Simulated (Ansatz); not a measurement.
Consider Ag in the fcc (Cu type) structure (space group Fm-3m, No. 225; a = 4.0009 Å; relaxed with 0.1 eV smearing). Axes: x, y, z lie along the cube axes.

Level of theory: LDA/PAW in Ansatz (a program for electronic structure), no spin-orbit coupling.

For the base:

The pressure comes out as 0.0 GPa.

Modification: compressive biaxial strain of 3.00 % in the plane normal to [001], as in epitaxy on a mismatched substrate; the out-of-plane cell vector and the atoms relax.

### Question
Estimate the effect on the pressure, out-of-plane strain and energy relative to the base.

### Answer
The pressure (mean of the normal stresses, compression positive) goes from zero to 3.0 GPa; the out-of-plane strain comes out as +4.37 %; the energy grows by 12 meV/atom.

No phonon test of stability was made.
